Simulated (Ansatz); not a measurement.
## Si well of 13 atomic layers along [001] in random Si0.7Ge0.3, 5 % Ge through the well

Prepared with Tersoff's 1989 multicomponent potential (SiCGe.tersoff) run with LAMMPS: minimisation. Geometry as solved with Ansatz (a first-principles code) with PBE, support functions at accuracy medium on the grid of 370 eV.

```xyz
720
Lattice="16.67 0.00 0.00 0.00 16.67 0.00 0.00 0.00 55.05" Properties=species:S:1:pos:R:3 pbc="T T T"
Si    -0.01     0.03     0.02
Si     1.40     1.40     1.38
Si     2.78     2.77    -0.01
Si     4.17     4.17     1.35
Si     2.75     0.01     2.76
Si     4.14     1.41     4.11
Si     0.04     2.79     2.73
Si     1.41     4.16     4.11
Si     0.02    -0.02     5.55
Si     1.40     1.38     6.90
Si     2.75     2.75     5.49
Ge     4.17     4.15     6.88
Si     2.81     0.03     8.25
Si     4.17     1.39     9.65
Si     0.02     2.74     8.29
Si     1.37     4.14     9.67
Ge    -0.02     0.02    11.09
Si     1.41     1.42    12.47
Si     2.75     2.74    11.01
Ge     4.18     4.10    12.41
Si     2.77     0.00    13.82
Si     4.18     1.35    15.19
Si     0.02     2.80    13.82
Si     1.33     4.17    15.23
Si    -0.02    -0.04    16.59
Ge     1.37     1.36    17.99
Ge     2.80     2.80    16.57
Si     4.19     4.19    18.00
Si     2.79    -0.05    19.35
Ge     4.18     1.39    20.72
Si    -0.03     2.80    19.36
Si     1.38     4.17    20.72
Si     0.03     0.02    22.05
Si     1.39     1.40    23.44
Si     2.76     2.81    22.10
Si     4.18     4.17    23.43
Si     2.78     0.01    24.79
Si     4.17     1.39    26.15
Si     0.00     2.78    24.80
Si     1.40     4.16    26.14
Si     0.00     0.01    27.51
Si     1.39     1.39    28.87
Si     2.78     2.78    27.51
Si     4.17     4.17    28.86
Si     2.78     0.00    30.22
Si     4.18     1.38    31.57
Si     0.00     2.78    30.23
Si     1.39     4.17    31.58
Si    -0.01    -0.01    32.92
Si     1.39     1.38    34.25
Si     2.78     2.77    32.92
Si     4.17     4.12    34.30
Ge     2.76    -0.03    35.66
Ge     4.18     1.41    37.08
Ge     0.00     2.76    35.67
Si     1.38     4.16    37.08
Si    -0.03    -0.03    38.43
Ge     1.38     1.39    39.82
Si     2.78     2.83    38.45
Si     4.19     4.16    39.82
Si     2.84     0.00    41.18
Si     4.21     1.38    42.54
Si    -0.01     2.79    41.24
Si     1.37     4.18    42.57
Ge    -0.04     0.01    43.96
Si     1.40     1.38    45.34
Ge     2.80     2.78    43.94
Si     4.20     4.18    45.35
Si     2.79     0.01    46.67
Ge     4.16     1.40    48.10
Ge     0.00     2.79    46.73
Si     1.44     4.18    48.12
Ge     0.00     0.03    49.45
Ge     1.41     1.44    50.91
Si     2.81     2.84    49.50
Si     4.20     4.18    50.88
Si     2.81     0.02    52.28
Si     4.15     1.43    53.64
Si    -0.02     2.80    52.31
Si     1.39     4.13    53.67
Ge    -0.03     5.54    -0.02
Ge     1.43     6.95     1.40
Si     2.81     8.35    -0.01
Si     4.16     9.72     1.38
Si     2.83     5.52     2.77
Si     4.21     6.92     4.10
Si     0.02     8.33     2.79
Si     1.39     9.72     4.11
Si     0.04     5.55     5.48
Si     1.40     6.90     6.88
Ge     2.80     8.33     5.50
Si     4.18     9.77     6.89
Si     2.74     5.53     8.29
Si     4.15     6.89     9.64
Ge    -0.03     8.31     8.25
Ge     1.39     9.78     9.63
Si    -0.04     5.52    11.03
Si     1.33     6.90    12.39
Ge     2.77     8.30    11.04
Ge     4.18     9.78    12.42
Ge     2.73     5.53    13.81
Ge     4.18     6.91    15.26
Ge    -0.04     8.28    13.81
Ge     1.39     9.74    15.20
Si    -0.03     5.55    16.62
Si     1.35     6.91    18.02
Ge     2.78     8.34    16.68
Si     4.20     9.76    18.03
Si     2.78     5.55    19.36
Si     4.17     6.95    20.71
Si    -0.02     8.32    19.36
Si     1.39     9.71    20.70
Si     0.00     5.56    22.07
Si     1.42     6.93    23.41
Si     2.79     8.34    22.06
Si     4.18     9.72    23.43
Si     2.79     5.55    24.79
Si     4.17     6.95    26.15
Ge     0.00     8.34    24.79
Si     1.42     9.74    26.17
Si     0.00     5.54    27.50
Si     1.38     6.93    28.84
Si     2.79     8.33    27.51
Si     4.18     9.73    28.84
Si     2.77     5.55    30.21
Si     4.15     6.96    31.55
Si    -0.02     8.30    30.19
Ge     1.41     9.71    31.55
Si    -0.01     5.56    32.94
Si     1.36     6.96    34.30
Si     2.79     8.32    32.96
Si     4.16     9.72    34.31
Ge     2.78     5.56    35.68
Si     4.21     6.96    37.06
Si    -0.01     8.34    35.68
Si     1.39     9.73    37.04
Si    -0.01     5.56    38.38
Ge     1.43     6.94    39.76
Si     2.83     8.37    38.38
Si     4.20     9.71    39.79
Si     2.78     5.50    41.18
Ge     4.20     6.90    42.55
Ge    -0.03     8.36    41.15
Ge     1.37     9.77    42.60
Si     0.02     5.53    43.98
Si     1.37     6.89    45.40
Ge     2.77     8.31    44.02
Si     4.19     9.70    45.39
Si     2.81     5.54    46.74
Si     4.19     6.92    48.10
Si    -0.01     8.32    46.72
Si     1.36     9.68    48.10
Ge    -0.01     5.55    49.51
Si     1.36     6.96    50.93
Ge     2.78     8.31    49.50
Si     4.19     9.69    50.92
Ge     2.79     5.56    52.30
Si     4.20     6.96    53.69
Si    -0.02     8.34    52.29
Si     1.40     9.68    53.66
Ge     0.03    11.12     0.00
Si     1.42    12.53     1.42
Si     2.80    13.88     0.04
Si     4.13    15.30     1.40
Si     2.78    11.11     2.77
Si     4.13    12.47     4.18
Si     0.01    13.91     2.77
Si     1.39    15.29     4.15
Ge     0.01    11.13     5.51
Si     1.43    12.52     6.89
Si     2.78    13.90     5.52
Si     4.14    15.27     6.91
Si     2.83    11.17     8.26
Si     4.19    12.53     9.66
Ge    -0.03    13.88     8.27
Ge     1.43    15.30     9.66
Si    -0.02    11.16    11.03
Ge     1.39    12.55    12.44
Si     2.83    13.91    11.04
Si     4.14    15.31    12.42
Si     2.79    11.15    13.84
Si     4.17    12.47    15.22
Si    -0.04    13.93    13.84
Si     1.36    15.31    15.18
Ge    -0.06    11.15    16.62
Si     1.38    12.52    18.02
Ge     2.77    13.91    16.59
Si     4.20    15.30    17.99
Si     2.78    11.13    19.37
Si     4.18    12.51    20.71
Si    -0.02    13.90    19.35
Si     1.39    15.27    20.71
Si    -0.03    11.10    22.03
Ge     1.40    12.49    23.43
Si     2.81    13.91    22.05
Si     4.18    15.29    23.44
Si     2.82    11.09    24.81
Si     4.19    12.51    26.15
Si     0.01    13.90    24.83
Si     1.40    15.30    26.16
Si     0.01    11.12    27.51
Si     1.39    12.52    28.85
Si     2.79    13.90    27.50
Si     4.18    15.28    28.87
Si     2.81    11.14    30.18
Si     4.18    12.51    31.58
Si     0.00    13.90    30.21
Si     1.39    15.28    31.58
Ge    -0.04    11.14    32.96
Si     1.40    12.54    34.33
Si     2.79    13.89    32.93
Si     4.20    15.26    34.27
Si     2.75    11.10    35.66
Ge     4.15    12.52    37.05
Si    -0.01    13.90    35.68
Si     1.34    15.27    37.07
Si    -0.01    11.13    38.39
Si     1.34    12.53    39.76
Si     2.74    13.93    38.44
Si     4.17    15.28    39.80
Ge     2.79    11.15    41.14
Si     4.16    12.54    42.56
Si    -0.04    13.87    41.15
Ge     1.40    15.26    42.53
Si    -0.05    11.17    43.97
Si     1.37    12.53    45.30
Si     2.79    13.88    43.95
Si     4.14    15.32    45.29
Ge     2.74    11.12    46.73
Si     4.12    12.52    48.15
Si    -0.01    13.90    46.66
Ge     1.42    15.26    48.06
Ge     0.01    11.08    49.53
Si     1.41    12.52    50.90
Si     2.79    13.89    49.54
Si     4.16    15.29    50.91
Ge     2.80    11.11    52.29
Si     4.18    12.51    53.71
Si     0.02    13.86    52.28
Ge     1.40    15.28    53.68
Ge     5.54     0.03     0.00
Si     6.93     1.46     1.39
Si     8.29     2.85     0.02
Si     9.69     4.20     1.38
Ge     8.30     0.05     2.81
Si     9.73     1.40     4.21
Si     5.53     2.80     2.76
Si     6.94     4.16     4.13
Ge     5.54     0.03     5.54
Si     6.97     1.41     6.92
Si     8.32     2.79     5.52
Si     9.69     4.18     6.87
Si     8.36     0.00     8.25
Si     9.72     1.33     9.66
Si     5.58     2.76     8.30
Si     6.94     4.17     9.62
Si     5.52     0.02    11.06
Si     6.90     1.38    12.43
Ge     8.33     2.76    11.04
Si     9.74     4.11    12.47
Ge     8.36    -0.01    13.78
Ge     9.77     1.41    15.23
Si     5.57     2.73    13.85
Si     6.92     4.10    15.26
Si     5.55     0.03    16.63
Si     6.96     1.40    17.99
Si     8.33     2.78    16.63
Si     9.73     4.16    17.98
Si     8.34     0.00    19.35
Si     9.72     1.38    20.71
Si     5.59     2.80    19.34
Si     6.96     4.18    20.71
Si     5.60    -0.02    22.10
Si     6.96     1.39    23.44
Si     8.34     2.78    22.07
Si     9.72     4.17    23.43
Si     8.34     0.00    24.79
Si     9.72     1.39    26.15
Si     5.56     2.78    24.79
Si     6.94     4.17    26.15
Si     5.56     0.00    27.50
Si     6.95     1.38    28.85
Si     8.33     2.78    27.50
Si     9.73     4.16    28.85
Si     8.34     0.00    30.22
Si     9.73     1.38    31.57
Si     5.56     2.77    30.21
Si     6.98     4.14    31.54
Si     5.57     0.01    32.94
Si     6.96     1.39    34.30
Si     8.35     2.76    32.92
Si     9.74     4.14    34.28
Si     8.35     0.02    35.67
Si     9.73     1.40    37.05
Si     5.59     2.78    35.66
Si     6.93     4.15    37.07
Si     5.58    -0.01    38.46
Si     6.97     1.39    39.81
Si     8.32     2.77    38.42
Si     9.68     4.15    39.81
Si     8.37     0.03    41.18
Si     9.71     1.37    42.60
Si     5.58     2.77    41.18
Si     6.96     4.15    42.57
Si     5.55     0.03    43.96
Si     6.94     1.40    45.33
Si     8.33     2.76    43.95
Si     9.72     4.11    45.32
Si     8.36     0.05    46.70
Si     9.75     1.38    48.09
Si     5.56     2.78    46.69
Ge     6.92     4.18    48.11
Si     5.54     0.02    49.55
Si     6.90     1.41    50.91
Ge     8.36     2.76    49.52
Si     9.73     4.22    50.90
Ge     8.31    -0.02    52.25
Ge     9.70     1.47    53.66
Si     5.55     2.81    52.28
Si     6.92     4.19    53.66
Si     5.56     5.57     0.01
Si     6.94     6.94     1.39
Si     8.31     8.31     0.00
Si     9.69     9.72     1.33
Si     8.32     5.56     2.77
Si     9.71     6.93     4.15
Si     5.56     8.34     2.74
Si     6.94     9.70     4.14
Si     5.59     5.56     5.48
Si     6.97     6.93     6.86
Si     8.34     8.33     5.51
Si     9.75     9.71     6.87
Si     8.30     5.54     8.23
Ge     9.72     6.95     9.60
Ge     5.55     8.33     8.26
Si     6.92     9.77     9.65
Si     5.54     5.52    10.98
Ge     6.93     6.90    12.40
Ge     8.32     8.38    11.02
Ge     9.75     9.81    12.44
Ge     8.33     5.48    13.86
Ge     9.73     6.94    15.28
Ge     5.58     8.35    13.84
Ge     6.99     9.78    15.27
Si     5.60     5.52    16.64
Si     6.96     6.95    18.00
Si     8.35     8.35    16.68
Si     9.74     9.74    17.99
Si     8.35     5.56    19.35
Si     9.73     6.96    20.71
Si     5.57     8.34    19.36
Si     6.95     9.72    20.71
Si     5.56     5.56    22.06
Si     6.95     6.94    23.43
Si     8.33     8.33    22.07
Si     9.71     9.72    23.42
Si     8.33     5.55    24.79
Si     9.71     6.94    26.15
Si     5.57     8.33    24.79
Si     6.95     9.72    26.14
Si     5.56     5.56    27.50
Si     6.95     6.95    28.86
Si     8.34     8.34    27.51
Si     9.72     9.73    28.87
Si     8.35     5.55    30.20
Si     9.72     6.93    31.57
Si     5.55     8.34    30.21
Si     6.93     9.73    31.57
Ge     5.56     5.54    32.92
Si     6.94     6.98    34.29
Si     8.31     8.32    32.90
Ge     9.71     9.75    34.26
Ge     8.34     5.56    35.68
Si     9.72     6.96    37.08
Si     5.55     8.33    35.66
Ge     6.95     9.73    37.06
Si     5.56     5.56    38.43
Si     6.96     6.93    39.80
Si     8.36     8.31    38.45
Si     9.76     9.70    39.79
Si     8.31     5.54    41.18
Si     9.69     6.94    42.53
Si     5.58     8.32    41.15
Si     6.95     9.66    42.54
Si     5.61     5.52    43.97
Si     6.95     6.96    45.30
Si     8.35     8.32    43.93
Si     9.75     9.68    45.31
Ge     8.37     5.58    46.70
Si     9.74     6.97    48.14
Si     5.57     8.30    46.72
Si     6.95     9.64    48.11
Si     5.55     5.58    49.52
Si     6.94     6.93    50.90
Si     8.32     8.29    49.51
Si     9.69     9.66    50.87
Si     8.32     5.56    52.28
Si     9.68     6.92    53.68
Si     5.57     8.31    52.28
Si     6.91     9.67    53.69
Si     5.53    11.06    -0.02
Ge     6.93    12.44     1.38
Ge     8.34    13.86    -0.05
Ge     9.73    15.28     1.41
Si     8.34    11.05     2.77
Ge     9.72    12.49     4.16
Ge     5.52    13.90     2.80
Si     6.94    15.28     4.18
Si     5.57    11.12     5.50
Si     6.92    12.53     6.87
Si     8.32    13.92     5.55
Si     9.74    15.28     6.90
Ge     8.35    11.14     8.26
Si     9.78    12.54     9.66
Si     5.54    13.89     8.25
Ge     6.95    15.28     9.66
Si     5.59    11.17    11.02
Si     6.99    12.51    12.40
Si     8.39    13.88    11.05
Si     9.77    15.26    12.41
Si     8.35    11.20    13.84
Si     9.74    12.52    15.23
Ge     5.54    13.88    13.80
Ge     6.96    15.27    15.26
Si     5.55    11.15    16.64
Si     6.96    12.51    17.99
Si     8.38    13.87    16.64
Si     9.73    15.28    18.00
Si     8.34    11.11    19.35
Si     9.73    12.50    20.71
Si     5.58    13.90    19.35
Si     6.96    15.28    20.72
Si     5.56    11.11    22.07
Si     6.95    12.50    23.43
Si     8.34    13.88    22.07
Si     9.72    15.28    23.43
Si     8.34    11.11    24.78
Si     9.71    12.51    26.14
Si     5.56    13.89    24.79
Si     6.95    15.28    26.14
Si     5.57    11.12    27.50
Si     6.95    12.51    28.87
Si     8.33    13.90    27.50
Si     9.72    15.29    28.86
Si     8.33    11.12    30.23
Si     9.73    12.52    31.57
Si     5.57    13.90    30.23
Si     6.96    15.29    31.58
Si     5.55    11.12    32.95
Si     6.94    12.52    34.30
Si     8.34    13.90    32.94
Si     9.73    15.29    34.31
Si     8.32    11.15    35.65
Ge     9.76    12.49    37.04
Si     5.58    13.92    35.66
Si     6.94    15.32    37.03
Si     5.55    11.12    38.46
Si     6.90    12.51    39.82
Ge     8.31    13.93    38.45
Si     9.75    15.32    39.83
Ge     8.33    11.09    41.16
Ge     9.76    12.54    42.58
Si     5.53    13.89    41.18
Ge     6.95    15.30    42.55
Ge     5.54    11.07    43.91
Ge     6.96    12.52    45.32
Si     8.37    13.95    43.97
Si     9.74    15.32    45.34
Ge     8.35    11.05    46.72
Ge     9.75    12.54    48.11
Ge     5.50    13.92    46.74
Ge     6.97    15.34    48.14
Ge     5.55    11.08    49.48
Ge     6.94    12.55    50.90
Si     8.37    13.93    49.52
Si     9.77    15.27    50.87
Ge     8.34    11.06    52.30
Si     9.78    12.48    53.64
Si     5.51    13.91    52.31
Si     6.91    15.26    53.65
Ge    11.15     0.04     0.02
Si    12.56     1.40     1.41
Si    13.92     2.77     0.03
Si    15.29     4.13     1.39
Si    13.90    -0.04     2.75
Ge    15.30     1.39     4.13
Ge    11.11     2.80     2.78
Si    12.49     4.19     4.20
Si    11.12    -0.02     5.52
Si    12.52     1.34     6.87
Si    13.86     2.77     5.52
Ge    15.29     4.16     6.89
Si    13.90     0.00     8.28
Si    15.27     1.39     9.65
Ge    11.09     2.73     8.24
Ge    12.55     4.14     9.66
Si    11.13    -0.02    11.03
Si    12.48     1.39    12.40
Si    13.93     2.74    11.07
Si    15.29     4.14    12.45
Ge    13.84    -0.03    13.81
Ge    15.28     1.40    15.22
Si    11.17     2.78    13.82
Si    12.52     4.16    15.22
Si    11.13    -0.03    16.63
Si    12.51     1.38    17.98
Si    13.87     2.79    16.62
Si    15.26     4.17    17.99
Si    13.90    -0.01    19.33
Si    15.30     1.37    20.68
Si    11.10     2.76    19.34
Si    12.47     4.19    20.67
Si    11.11    -0.01    22.07
Si    12.46     1.38    23.45
Ge    13.88     2.78    22.07
Si    15.30     4.19    23.45
Si    13.86     0.02    24.82
Si    15.28     1.40    26.15
Si    11.10     2.78    24.79
Si    12.50     4.16    26.14
Si    11.11     0.00    27.51
Si    12.50     1.39    28.86
Si    13.89     2.78    27.51
Si    15.28     4.16    28.87
Si    13.89     0.00    30.22
Si    15.27     1.39    31.58
Si    11.11     2.77    30.21
Si    12.50     4.16    31.58
Si    11.11     0.01    32.94
Si    12.51     1.38    34.31
Si    13.89     2.78    32.94
Si    15.26     4.19    34.29
Si    13.89    -0.02    35.66
Si    15.28     1.32    37.03
Si    11.11     2.76    35.66
Si    12.50     4.16    37.00
Si    11.11    -0.01    38.40
Si    12.48     1.33    39.79
Ge    13.87     2.73    38.39
Ge    15.29     4.18    39.81
Si    13.89     0.00    41.18
Si    15.24     1.42    42.55
Ge    11.10     2.75    41.19
Si    12.52     4.15    42.56
Si    11.12     0.00    43.95
Si    12.50     1.39    45.32
Si    13.88     2.79    43.95
Si    15.27     4.18    45.32
Si    13.87     0.01    46.71
Si    15.22     1.40    48.10
Si    11.11     2.75    46.70
Ge    12.50     4.17    48.10
Si    11.11     0.01    49.48
Si    12.47     1.42    50.85
Si    13.89     2.77    49.52
Si    15.26     4.14    50.91
Ge    13.89     0.07    52.28
Si    15.31     1.43    53.71
Si    11.11     2.82    52.22
Ge    12.51     4.18    53.67
Si    11.07     5.57     0.01
Si    12.49     6.94     1.34
Si    13.86     8.31    -0.04
Ge    15.25     9.69     1.41
Ge    13.90     5.56     2.77
Si    15.34     6.95     4.15
Ge    11.10     8.35     2.74
Si    12.50     9.76     4.15
Si    11.09     5.57     5.54
Si    12.48     6.94     6.91
Ge    13.89     8.33     5.52
Si    15.25     9.76     6.91
Si    13.89     5.59     8.27
Si    15.26     6.93     9.67
Si    11.14     8.36     8.24
Si    12.50     9.74     9.64
Ge    11.10     5.53    11.08
Ge    12.57     6.95    12.46
Si    13.88     8.35    10.99
Ge    15.23     9.77    12.41
Si    13.94     5.51    13.86
Si    15.25     6.91    15.26
Ge    11.16     8.39    13.88
Si    12.55     9.79    15.27
Si    11.15     5.52    16.63
Si    12.50     6.95    17.98
Si    13.88     8.33    16.61
Si    15.25     9.69    18.00
Si    13.89     5.57    19.35
Si    15.27     6.95    20.73
Si    11.12     8.34    19.34
Si    12.49     9.72    20.71
Si    11.10     5.56    22.06
Si    12.49     6.93    23.42
Si    13.87     8.33    22.07
Si    15.25     9.74    23.40
Si    13.88     5.55    24.79
Si    15.26     6.92    26.17
Si    11.08     8.31    24.76
Ge    12.50     9.72    26.14
Si    11.12     5.56    27.50
Si    12.50     6.94    28.87
Si    13.90     8.31    27.53
Si    15.29     9.72    28.86
Si    13.89     5.55    30.23
Si    15.27     6.94    31.58
Si    11.11     8.34    30.23
Si    12.51     9.73    31.57
Si    11.12     5.55    32.93
Si    12.52     6.92    34.28
Si    13.89     8.33    32.94
Si    15.24     9.71    34.34
Si    13.89     5.56    35.66
Si    15.27     6.95    37.04
Ge    11.14     8.34    35.70
Si    12.54     9.74    37.09
Ge    11.12     5.55    38.44
Si    12.52     6.97    39.83
Si    13.91     8.34    38.44
Si    15.26     9.78    39.76
Si    13.85     5.56    41.20
Ge    15.27     6.92    42.60
Si    11.10     8.32    41.18
Ge    12.51     9.74    42.56
Ge    11.09     5.53    43.93
Ge    12.52     6.97    45.37
Si    13.92     8.36    43.98
Si    15.32     9.71    45.32
Si    13.94     5.56    46.72
Si    15.27     6.96    48.10
Si    11.09     8.34    46.76
Si    12.51     9.67    48.12
Si    11.10     5.58    49.51
Si    12.53     6.92    50.86
Si    13.89     8.32    49.50
Si    15.25     9.69    50.92
Si    13.91     5.57    52.24
Si    15.25     6.96    53.62
Ge    11.11     8.30    52.28
Si    12.51     9.73    53.67
Si    11.11    11.09    -0.02
Ge    12.52    12.49     1.38
Si    13.96    13.87    -0.01
Si    15.30    15.28     1.37
Si    13.90    11.12     2.81
Si    15.27    12.55     4.13
Si    11.14    13.90     2.79
Si    12.50    15.29     4.14
Si    11.14    11.11     5.56
Si    12.51    12.52     6.91
Si    13.88    13.91     5.52
Si    15.26    15.30     6.88
Si    13.88    11.13     8.29
Si    15.24    12.50     9.68
Si    11.14    13.92     8.28
Si    12.52    15.29     9.66
Si    11.17    11.17    11.02
Si    12.50    12.53    12.44
Si    13.88    13.89    11.05
Si    15.25    15.25    12.44
Si    13.86    11.17    13.85
Si    15.24    12.56    15.20
Si    11.11    13.89    13.83
Si    12.46    15.25    15.24
Si    11.11    11.13    16.61
Si    12.49    12.50    17.98
Si    13.86    13.89    16.60
Si    15.27    15.26    17.96
Si    13.87    11.10    19.34
Si    15.26    12.49    20.68
Si    11.11    13.89    19.35
Si    12.50    15.29    20.69
Si    11.11    11.11    22.07
Si    12.49    12.51    23.42
Si    13.87    13.87    22.04
Ge    15.27    15.29    23.43
Si    13.91    11.15    24.76
Si    15.28    12.51    26.16
Si    11.11    13.89    24.79
Si    12.49    15.28    26.16
Si    11.08    11.14    27.53
Si    12.49    12.51    28.87
Si    13.89    13.89    27.51
Si    15.28    15.29    28.86
Si    13.89    11.11    30.21
Si    15.25    12.54    31.55
Si    11.11    13.91    30.22
Si    12.50    15.29    31.58
Si    11.15    11.16    32.90
Si    12.52    12.51    34.30
Si    13.89    13.91    32.93
Si    15.29    15.28    34.30
Si    13.88    11.13    35.69
Si    15.27    12.51    37.04
Si    11.15    13.92    35.65
Si    12.51    15.28    37.04
Si    11.15    11.09    38.46
Si    12.51    12.53    39.80
Si    13.89    13.90    38.41
Si    15.25    15.27    39.81
Si    13.90    11.16    41.16
Si    15.26    12.52    42.56
Si    11.16    13.94    41.17
Si    12.51    15.30    42.57
Si    11.12    11.12    43.99
Si    12.48    12.53    45.31
Si    13.87    13.90    43.94
Si    15.23    15.27    45.35
Ge    13.86    11.08    46.69
Ge    15.29    12.51    48.08
Si    11.13    13.94    46.69
Si    12.47    15.32    48.08
Ge    11.13    11.07    49.54
Si    12.51    12.47    50.94
Ge    13.83    13.90    49.49
Ge    15.30    15.27    50.90
Si    13.90    11.10    52.30
Si    15.29    12.49    53.64
Si    11.11    13.86    52.25
Ge    12.52    15.24    53.66
```
